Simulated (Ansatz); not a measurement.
An Ansatz (a first-principles code) input (PBEsol-D3(BJ) in Ansatz (plane waves to 420 eV, PAW, scalar-relativistic without spin-orbit coupling)):

Ansatz 0.2 input:
```yaml
crystal:
  lattice:
    - [4.0090091477, 0, 0]
    - [-2.0045045738, 3.471903766, 0]
    - [0, 0, 5.0344013623]
  atoms:
    - { symbol: Te, position: [0.3333333333, 0.6666666667, 0.2704188696] }
    - { symbol: Te, position: [0.6666666667, 0.3333333333, 0.7295811304] }
    - { symbol: Pt, position: [0, 0, 0] }
basis: { ecutwfc: 420, ecutrho_ratio: 4, xc_grid: 2, fft_grid_basis: typed }
kpoints: { mp_grid: { grid: [17, 17, 12] } }
hamiltonian:
  xc: pbesol
  dispersion: d3bj
  pseudopotentials: { kind: paw }
scf: { occupations: { method: fermi_dirac, width: 0.1 }, convergence: { dr2_threshold: 0.0000000003 } }
relax: { f_tol: 0.005, max_steps: 50 }
output: { forces: true, stress: true }
checkpoint: { write: state.ck, write_every: 1000 }
```

Task: Which symmetry and how many k-points will the program report, and about how many plane waves at Γ?

Result: Space group P-3m1 (ITA 164) with 12 operations, k-points 351 of 3468, and 1397 plane waves at Γ.

Task: And the final pressure?

Result: -1.01 GPa (compression positive).

The cells carry an imposed strain or load. Whether these cells are dynamically stable was not tested. The final runs are not spin-polarised. The cell was made from PtTe$_{2}$ (space group P-3m1, No. 164; layered) by this change: uniaxial strain ε_zz = +1.50 %.
